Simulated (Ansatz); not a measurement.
Start from FeO in the rock salt structure (space group Fm-3m, No. 225; ferromagnetic).

```cif
data_Fe4O4
_chemical_formula_sum 'O4 Fe4'
_space_group_name_H-M_alt 'Fm-3m'
_space_group_IT_number 225
_space_group_name_Hall '-F 4 2 3'
_cell_length_a 4.24586
_cell_length_b 4.24586
_cell_length_c 4.24586
_cell_angle_alpha 90.000
_cell_angle_beta 90.000
_cell_angle_gamma 90.000
loop_
_atom_site_label
_atom_site_type_symbol
_atom_site_symmetry_multiplicity
_atom_site_Wyckoff_symbol
_atom_site_fract_x
_atom_site_fract_y
_atom_site_fract_z
_atom_site_occupancy
O1 O 4 a 0.00000 0.00000 0.00000 1
Fe1 Fe 4 b 0.50000 0.50000 0.50000 1
```
(The calculation used a cell of 2 atoms; values per cell refer to that cell.)

Level of theory: PBEsol, PAW, 420 eV (Ansatz, a program for electronic structure; no spin-orbit coupling).

Base values:

```
Quantity                              Result
-----------------------------  -------------
Density                           6.23 g/cm³
Magnetic state                 ferromagnetic
Shortest interatomic distance        2.123 Å
```

Now apply this change: a hydrostatic pressure of 9 GPa.

Q: What does the calculation give for the density, magnetic state and shortest interatomic distance after the change?

A: The density increases by 0.26 g/cm³, from 6.23 g/cm³ to 6.49 g/cm³; the magnetic state remains ferromagnetic; the shortest interatomic distance falls by 0.028 Å, from 2.123 Å to 2.095 Å.

Load acts through the strain it causes; cell and atoms are relaxed under it. Stability against distortions was not tested. No other phases were tried under pressure. No Hubbard U is applied and the magnetic state is the run's own (FeO ferromagnetic); small cells can't hold the antiferromagnetic order that many such compounds have, so gaps and moments can be off. In its common phase, real FeO is an antiferromagnetic insulator at low temperature.
